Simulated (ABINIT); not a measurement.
Band structure of SrSbPt (P-6m2, 3 atoms in the cell).

```xyz
3
Lattice="4.5072 0.0000 0.0000 -2.2536 3.9033 0.0000 0.0000 0.0000 4.6400" Properties=species:S:1:pos:R:3 pbc="T T T"
Sr     0.0000     0.0000     0.0000
Sb     2.2536     1.3011     2.3200
Pt     0.0000     2.6022     2.3200
```

Computed with LDA (PW92), norm-conserving pseudopotentials (PseudoDojo nc-sr-04 LDA standard) (plane waves; ABINIT).

Settings: pseudos = [Sr.upf, Sb.upf, Pt.upf]; ecut = 84 Ry; occopt = 7; tsmear = 0.00367493 Ha; ngkpt = 6 6 5; nshiftk = 1; shiftk = 0 0 0; potentials = PseudoDojo nc-sr-04 LDA standard; kptopt = 1; nstep = 50; tolvrs1 = 1e-11; ndtset = 2; getden2 = 1.

The starting cell comes from a database of computed structures (which also holds hypothetical and non-ambient phases and stackings), without a prior relaxation at this level. Spin-orbit coupling is off. Spin polarisation is off.

Levels in eV from the Fermi level, bands 18 to 25:
| point | 18 | 19 | 20 | 21 | 22 | 23 | 24 | 25 |
|---|---|---|---|---|---|---|---|---|
| Γ | -2.32 | -2.32 | -0.91 | 1.14 | 1.34 | 1.34 | 2.35 | 4.65 |
| M | -2.66 | -2.50 | -2.44 | -0.49 | 0.31 | 1.86 | 3.84 | 3.95 |
| K | -2.90 | -2.50 | -2.34 | -1.88 | 1.00 | 2.22 | 3.28 | 3.86 |
| A | -2.45 | -2.45 | -1.85 | 2.19 | 2.43 | 2.43 | 3.60 | 3.60 |
| L | -2.45 | -2.39 | -1.86 | -1.02 | -0.51 | 0.60 | 3.83 | 5.06 |
| H | -2.66 | -2.25 | -1.97 | -1.88 | -0.36 | 0.89 | 4.50 | 5.10 |

Bands cross the Fermi level along this path, so the cell is metallic at this level.
